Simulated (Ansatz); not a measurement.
Input:

```xyz
19
Lattice="3.9851 -3.9851 -4.2043 -3.9851 3.9851 -4.2043 3.9851 3.9851 4.2043" Properties=species:S:1:pos:R:3 pbc="T T T"
Ti     1.9926     1.9926     1.7700
Ti    -1.9926     1.9926    -2.3396
Ti     1.9926    -1.9926    -2.3396
Ba     0.0034     0.0034    -0.3145
Ba    -0.0034    -0.0034    -4.5188
Ba     3.9817     0.0034    -0.3145
Ba     0.0034     3.9817    -0.3145
O      1.9926     1.9926    -0.1052
O      1.9926     1.9926    -4.7687
O      1.9926    -1.9926    -4.6297
O     -1.9926     1.9926    -4.6297
O      1.9926    -0.1351    -2.4631
O     -1.9926     3.9768    -2.4570
O      1.9926     3.9934     1.7473
O      1.9926     4.1202    -2.4631
O     -0.1351     1.9926    -2.4631
O      3.9768    -1.9926    -2.4570
O      4.1202     1.9926    -2.4631
O      3.9934     1.9926     1.7473
```

Spin-polarised, with starting moments of sign Ti0 Ti0 Ti0 Ba0 Ba0 Ba0 Ba0 O+ O0 O0 O0 O+ O0 O0 O+ O+ O0 O+ O0.

The values are results of Ansatz (a first-principles code) PBE, no spin-orbit coupling, earlier PAW set, not measurements. Settings: 4×4×4 k-points, 0.01 eV Fermi–Dirac smearing.

Q: What gap of the supercell does the calculation give?

A: Zero.

Q: Estimate the pressure.

A: 3.3 GPa.

The magnetic state is the one reached from the starting moments; the real material's order can differ, and small cells can't hold many antiferromagnetic ones. The cell is small, so the values are those of an ordered compound at a high defect concentration; dilute-limit values will differ. The mesh was chosen for an insulator and is coarse for the gapless case. The defect started on the symmetric site and kept its symmetry, so it may sit on a saddle. No Hubbard U is applied, and correlation can decide whether such a compound is a metal. The cell was made from BaTiO3 (space group P4mm, No. 99) by this change: Ti vacancy. The defect cell is spin-polarised and ends with 4.0 μB.
